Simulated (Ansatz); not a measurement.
## Quick settings and what they miss: Sb₂Se₃ (Pnma, 20 atoms in the cell)

Self-consistent single point.

```
Sb2Se3
1.0
   12.15810     0.00000     0.00000
    0.00000     3.93553     0.00000
    0.00000     0.00000    11.52036
Sb Se
8 12
Direct
  0.14032   0.75000   0.03809
  0.85968   0.25000   0.96191
  0.35968   0.25000   0.53809
  0.64032   0.75000   0.46191
  0.03381   0.25000   0.32959
  0.96619   0.75000   0.67041
  0.46619   0.75000   0.82959
  0.53381   0.25000   0.17041
  0.94835   0.75000   0.12753
  0.05165   0.25000   0.87247
  0.55165   0.25000   0.62753
  0.44835   0.75000   0.37247
  0.20533   0.25000   0.19210
  0.79467   0.75000   0.80790
  0.29467   0.75000   0.69210
  0.70533   0.25000   0.30790
  0.62735   0.75000   0.05410
  0.37265   0.25000   0.94590
  0.87265   0.25000   0.55410
  0.12735   0.75000   0.44590
```

Computed with PBEsol, PAW files made with PBE (plane waves; Ansatz, a quantum-chemistry and plane-wave program).

Base settings: basis.ecutwfc = 30.9 Ry; kpoints.mp_grid.grid = 1 3 1; hamiltonian.xc = pbesol; hamiltonian.pseudopotentials = {kind: paw} (the program's default PAW files); scf.occupations.method = fixed.

Tight run (finer mesh or higher cutoff; not a proven limit): basis.ecutwfc: 30.9 Ry → 43.4 Ry; kpoints.mp_grid.grid: 1 3 1 → 2 5 2; scf.convergence.dr2_threshold: default (1e-07 eV) → 1e-09 eV. It gave top of the valence band (on the code's own zero) 7.95 eV; gap on the k-point mesh 0.92 eV; pressure 1.60 GPa; largest force (vector length) 0.593 eV/Å.

Quick runs, as changes from the base:
- A: the base itself
- B: basis.ecutwfc: 30.9 Ry → 15.4 Ry; kpoints.mp_grid.grid: 1 3 1 → 2 2 2; hamiltonian.xc: pbesol → lda; scf.occupations.method: fixed → fermi_dirac; scf.occupations.width: default → 0.02 Ry [LDA (PW92)]

† marks runs with another functional, U, potentials or spin treatment: their distance from the tight run is not a convergence error alone.

The count of work is k-points × plane waves × bands × iterations; it is no time. 

Pressures in the table are Ansatz's without its Pulay estimate, at a fixed set of plane waves; the tight run's value above holds the estimate.

The starting cell comes from a database of computed structures (which also holds hypothetical and non-ambient phases and stackings), without a prior relaxation at this level. Its lattice was rescaled by a random factor within 2.5 % of one. Spin-orbit coupling is off.

| run | pressure less tight (GPa) | largest miss in a force vector (eV/Å) | count of work / tight |
|---|---|---|---|
| A | -0.05 | 0.202 | 0.077 |
| B† | -78.36 | 0.419 | 0.10 |

Left out of this page: 4 runs of the series outside the window shown, repeating another row's setting, or not comparable.

Keys are those of Ansatz 0.2.
